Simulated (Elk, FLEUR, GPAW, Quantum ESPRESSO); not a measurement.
Code comparison for Ce (Fm-3m, 1 atom in the cell)

Self-consistent single point, at a second geometry (lattice scaled by 0.98). First geometry:

```xyz
1
Lattice="0.0000 2.3596 2.3596 2.3596 0.0000 2.3596 2.3596 2.3596 0.0000" Properties=species:S:1:pos:R:3 pbc="T T T"
Ce     0.0000     0.0000     0.0000
```

Shared settings, as Quantum ESPRESSO writes them: occupations = smearing; smearing = fd; degauss = 0.0036749 Ry; K_POINTS = automatic 12 12 12 0 0 0. Potentials and cutoffs stand in the table.

```csv
code,model,ΔF from the first geometry (meV/atom),cutoff
GPAW,"PBE, GPAW PAW datasets PBE (gpaw-data 1.0.1)",18.3,800 eV
Quantum ESPRESSO,"PBE, SSSP 1.1.2 efficiency (PBE) pseudopotentials",18.5,50 Ry
Elk,"PBE, all-electron FP-LAPW, Elk's shipped species files, APW+lo basis with extra local orbitals",16.9,rgkmax 8
FLEUR,"PBE, all-electron FLAPW (FLEUR), scalar-relativistic valence",20.0,Kmax 3.8 1/bohr
```

On GPAW's run: spin-orbit coupling is off. Spin polarisation is off. The f electrons are in the valence without U or exact exchange, which can misplace them near the Fermi level. Spin-orbit terms, which matter for f shells, are left out.

The spread over the programs that give each value: ΔF from the first geometry within 3.1 meV/atom.

Elk and FLEUR treat all electrons, but the usual bases taken here (sphere radii, linearisation, local orbitals, empty states) were not tested for convergence, so the values are no reference for the others.

The starting cell comes from a database of computed structures (which also holds hypothetical and non-ambient phases and stackings), without a prior relaxation at this level. Its lattice was rescaled by a random factor within 2.5 % of one. For this run, on top of that: lattice scaled by 0.98.

Left out of this page: Ansatz (with a known weakness of the program).
